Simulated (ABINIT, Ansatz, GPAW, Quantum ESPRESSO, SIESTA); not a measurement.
# BiPt (P6_3/mmc, 4 atoms in the cell) computed with different codes at matched settings

Self-consistent single point.

```yaml
crystal:
  lattice:
    - [4.39676, 0.00000, 0.00000]
    - [-2.19838, 3.80771, 0.00000]
    - [0.00000, 0.00000, 5.55247]
  atoms:
    - { symbol: Bi, position: [0.33333, 0.66667, 0.25000] }
    - { symbol: Bi, position: [0.66667, 0.33333, 0.75000] }
    - { symbol: Pt, position: [0.00000, 0.00000, 0.50000] }
    - { symbol: Pt, position: [0.00000, 0.00000, 0.00000] }
```

Shared settings, as Ansatz (a program for electronic structure) writes them: kpoints.mp_grid.grid = 4 4 3; scf.occupations.method = fermi_dirac; scf.occupations.width = 0.1 eV. Potentials and cutoffs stand in the table.

```
code                                                                                                                                 model  pressure (GPa)       cutoff
----------------  ------------------------------------------------------------------------------------------------------------------------  --------------  -----------
SIESTA            LDA PW92, numerical atomic orbitals DZP, PseudoDojo LDA standard norm-conserving potentials (rewritten from UPF to PSML)           -6.55  grid 350 Ry
Quantum ESPRESSO                                                    LDA (PW92), PseudoDojo standard norm-conserving (LDA) pseudopotentials           -6.07        85 Ry
GPAW                                                                         LDA (Perdew-Wang 92), GPAW PAW datasets LDA (gpaw-data 1.0.1)           -6.32       550 eV
ABINIT                                                                                                  LDA (PW92), PAW (JTH v2.0 LDA PAW)           -6.07        21 Ha
Ansatz                                                                                                 LDA (PW92), PAW files made with PBE           -5.85       420 eV
```

On Ansatz's run: spin-orbit coupling is off. Spin polarisation is off.

The spread over the programs that give each value: pressure within 0.70 GPa.

SIESTA uses small atom-centred bases, whose incompleteness enters pressures, forces and empty levels differently from a plane-wave cutoff. Ansatz's pressure is given at a fixed set of plane waves, as the other plane-wave codes print theirs.

On the base mesh (7 7 5) the same programs gave: Ansatz pressure -5.81 GPa; Quantum ESPRESSO pressure -6.02 GPa; ABINIT pressure -6.04 GPa; GPAW pressure -6.24 GPa; SIESTA pressure -6.52 GPa.

The starting cell comes from a database of computed structures (which also holds hypothetical and non-ambient phases and stackings), without a prior relaxation at this level. Its lattice was rescaled by a random factor within 2.5 % of one.

Left out of this page: CP2K (on another mesh); Elk and FLEUR (not drawn, or without a comparable value).

Keys are those of Ansatz 0.2.
